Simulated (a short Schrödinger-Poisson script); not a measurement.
Stack: gated Al0.3Ga0.7As/GaAs δ-doped gas, at 300 K.

```
layer      material  thickness (nm)  Na (cm⁻³)
-----  ------------  --------------  ---------
1      Al0.3Ga0.7As              20          -
2      Al0.3Ga0.7As               3          -
3              GaAs            6000       4e15
```

The device is made up for the run: typed textbook-type constants, with dimensions and the other settings drawn at random. Al0.3Ga0.7As: permittivity 12.05, conduction-band edge (eV) 0.237, gap (eV) 1.798, electron mass (mₑ) 0.0919, Nv at 300 K (cm⁻³) 9e18. GaAs: permittivity 12.9, conduction-band edge (eV) 0, gap (eV) 1.424, Nv at 300 K (cm⁻³) 9e18.

Channel valleys (confinement mass, in-plane density-of-states mass, number): Γ 0.067, 0.067, 1. At the gate the conduction-band edge of layer 1 lies 0.99 eV − eVg above the Fermi level of the channel; the field vanishes at the back. Sheet of ionised δ-doping: +1.7e12 e/cm² at 20 nm from the gate. The barrier under the gate holds no holes. Gaps are held at their typed values at every temperature. Mesh 0.08 nm at interfaces.

Solved with a short Schrödinger-Poisson script written for these runs: 1D Poisson equation in equilibrium, electrons quantum, Hartree (BenDaniel-Duke, 40 states a valley, the channel's in-plane mass for all, wave functions free to enter the barrier), parabolic valleys, classical holes, full ionisation, no traps, pinning or gate leakage.

The same stack at other levels of the model or other numerical settings:

```tsv
run	sheet density of all electrons at Vg = 0.5 V (cm⁻²)	capacitance at Vg = 0.5 V (μF/cm²)	centroid of the channel electrons at Vg = 0.5 V (nm)	gate voltage at 1e11 electrons/cm² (V)	rough cost against the base
base	3.69e11	0.335	7.81	0.35	about 1
electrons treated as classical, Boltzmann	4.18e11	0.368	5.32	0.34	0.03
electrons treated as classical, Fermi-Dirac	3.97e11	0.344	6.05	0.34	0.2
electrons treated as quantum, Hartree plus LDA exchange-correlation	3.86e11	0.342	7.51	0.35	about 1
mesh six times as coarse	3.69e11	0.335	7.81	0.35	0.3
one subband a valley	3.51e11	0.332	5.61	0.36	0.3
```

The classical rows ignore confinement, and Boltzmann statistics overrate the density once the band edge passes the Fermi level.
